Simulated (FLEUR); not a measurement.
Band structure of Lu₃TlC (Pm-3m, 5 atoms in the cell).

```yaml
crystal:
  lattice:
    - [4.74607, 0.00000, 0.00000]
    - [0.00000, 4.74607, 0.00000]
    - [0.00000, 0.00000, 4.74607]
  atoms:
    - { symbol: Lu, position: [0.50000, 0.00000, 0.50000] }
    - { symbol: Lu, position: [0.00000, 0.50000, 0.50000] }
    - { symbol: Lu, position: [0.50000, 0.50000, 0.00000] }
    - { symbol: Tl, position: [0.00000, 0.00000, 0.00000] }
    - { symbol: C, position: [0.50000, 0.50000, 0.50000] }
```

Computed with PBEsol, all-electron FLAPW (FLEUR), scalar-relativistic valence run with FLEUR.

Settings: Kmax = 4 1/bohr; GmaxXC = 16 1/bohr; xcFunctional = PBEs; jspins = 1; l_soc = F; mode = hist; fermiSmearingEnergy = 0.00499791 Htr; mesh (inpgen div1-3) = 5 5 5; inpgen gamma flag = false; Gmax = 16 1/bohr; numbands = 0; maxIterBroyd = 40; imix = Anderson; alpha = 0.05.

The starting cell comes from a database of computed structures (which also holds hypothetical and non-ambient phases and stackings), without a prior relaxation at this level. Spin-orbit coupling is off. Values depend on the basis (sphere radii, cutoffs, local orbitals), which need not be converged.

Levels in eV from the Fermi level, bands 43 to 50:
| point | 43 | 44 | 45 | 46 | 47 | 48 | 49 | 50 |
|---|---|---|---|---|---|---|---|---|
| Γ | -0.60 | -0.41 | -0.41 | 0.18 | 0.18 | 0.18 | 2.27 | 2.27 |
| X | -1.03 | -1.03 | -0.44 | -0.44 | 0.51 | 1.19 | 2.23 | 3.09 |
| M | -1.69 | -1.27 | -1.27 | -0.60 | 1.81 | 2.03 | 2.03 | 2.16 |
| R | -3.96 | -0.65 | -0.65 | -0.65 | 1.69 | 1.69 | 1.69 | 2.42 |
